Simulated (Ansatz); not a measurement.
Consider YN in the rock salt structure (space group Fm-3m, No. 225; a = 4.906 Å).

Calculations: PBE (Ansatz, a first-principles code), spin-orbit coupling left out.

Before the change:

| Item | Result |
|---|---|
| Band gap | 0.21 eV |
| Pressure | 0.00 GPa |

Modification: the cell is scaled by 1.0300 in all directions; the atoms relax in the strained cell.

Task: How does this affect the band gap and pressure?

Result: The band gap grows by 0.13 eV (0.21 eV → 0.34 eV); the pressure goes from zero to -11.71 GPa.

No phonon test of stability was made. A zero or small gap of YN can be the functional's error rather than a property of the material.
